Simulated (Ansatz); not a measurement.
The starting structures come from a database of crystals and need not be the phases stable at ambient conditions.

 Where the default PAW files enter, the runs use the earlier of Ansatz's two default sets.

Tunnelling through a barrier is set by its complex band structure: the current falls as exp(−2κd) with the smallest κ.

Data:

```
AlGaP2
1.0
    3.78818     0.00000     0.00000
    0.00000     5.34650     0.00000
    0.00000     0.00000     3.86549
Al Ga P
1 1 2
Cartesian
  1.89409   2.67325   1.93274
  0.00000   0.00000   0.00000
  1.89409   4.00779   0.00000
  0.00000   1.33871   1.93274
```

Space group of this cell: Pmm2. The cell is strained (lengths across the current scaled by 0.98, ions clamped); by PBEsol its mean pressure is 3.4 GPa.

Transport runs along the normal of the first two printed cell vectors.

The gap is the functional's own, uncorrected, and κ follows it; spin-orbit coupling is left out. Mid-gap values are interpolated between the computed energies.

Problem. Give the band gap and the smallest decay constant κ at mid-gap that PBEsol (Ansatz, a quantum-chemistry and plane-wave program) yields.

Solution. Gap 1.39 eV on a 8×6×8 mesh; κ = 0.123 1/Å, at the zone centre.
